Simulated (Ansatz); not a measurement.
## TiZnO3, element substitutions

Consider TiZnO3 (space group R-3, No. 148; a = 5.061 Å, c = 13.823 Å (hexagonal axes); a cell from a computed database, its experimental status unchecked).

Each row replaces one element on all its sites; cell and atoms are relaxed.

Calculations: Kohn–Sham DFT with the PBEsol functional, run in Ansatz (a program for electronic structure) with PAW and 420 eV plane waves, scalar-relativistic without spin-orbit coupling.

```
case     band gap  c/a ratio  lattice parameter a
-------  --------  ---------  -------------------
base      3.09 eV      2.731              5.061 Å
Zn → Be   3.04 eV      2.845              4.847 Å
O → Te       zero      2.639              6.933 Å
O → Se       zero      2.695              6.406 Å
```

Spin-orbit coupling, missing from the scalar runs, can matter with Te. Whether these cells are dynamically stable was not tested. As relaxed here, TiBeO3, TiZnTe3 and TiZnSe3 are hypothetical phases, not in the database extracts checked. The final runs are not spin-polarised. A zero or small gap of TiZnTe3 and TiZnSe3 can be the functional's error rather than a property of the material.
